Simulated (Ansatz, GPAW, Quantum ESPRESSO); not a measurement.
One structure in several programs: RuRh (P1, 2 atoms in the cell)

Self-consistent single point, at a second geometry (atoms moved at random). First geometry:

```
CELL_PARAMETERS angstrom
      2.77309     0.00000     0.00000
     -1.38655     2.40157     0.00000
      0.00000     0.00000     4.39938
ATOMIC_POSITIONS crystal
  Ru 0.00000 0.00000 0.50000
  Rh 0.66667 0.33333 0.00000
```

Second geometry:
```
CELL_PARAMETERS angstrom
      2.77309     0.00000     0.00000
     -1.38655     2.40157     0.00000
      0.00000     0.00000     4.39938
ATOMIC_POSITIONS crystal
  Ru 0.00732 0.02565 0.49734
  Rh 0.65934 0.30769 0.00265
```

Shared settings, as Ansatz (a quantum-chemistry and plane-wave program) writes them: kpoints.mp_grid.grid = 9 9 5; scf.occupations.method = fermi_dirac; scf.occupations.width = 0.136 eV. Potentials and cutoffs stand in the table.

```
code                                                                              model  ΔF from the first geometry (meV/atom)  pressure (GPa)  largest force (eV/Å)   cutoff
----------------  ---------------------------------------------------------------------  -------------------------------------  --------------  --------------------  -------
GPAW                              PBEsol, GPAW PAW datasets PBEsol (made by gpaw-setup)                                   18.9          -20.50                 0.594   600 eV
Ansatz                                                  PBEsol, PAW files made with PBE                                   19.1          -21.47                 0.593  default
Quantum ESPRESSO  PBEsol, PseudoDojo standard norm-conserving (PBESOL) pseudopotentials                                   19.2          -21.02                 0.596    90 Ry
```

On Ansatz's run: spin polarisation is off.

The spread over the programs that give each value: ΔF from the first geometry within 0.3 meV/atom; pressure within 0.97 GPa; largest force within 0.003 eV/Å.

Ansatz's pressure is given at a fixed set of plane waves, as the other plane-wave codes print theirs; with its correction for the finite basis it is -21.33 GPa.

The starting cell comes from a database of computed structures (which also holds hypothetical and non-ambient phases and stackings), without a prior relaxation at this level. Its lattice was rescaled by a random factor within 2.5 % of one. For this run, on top of that: atoms moved at random.

Keys are those of Ansatz 0.2.
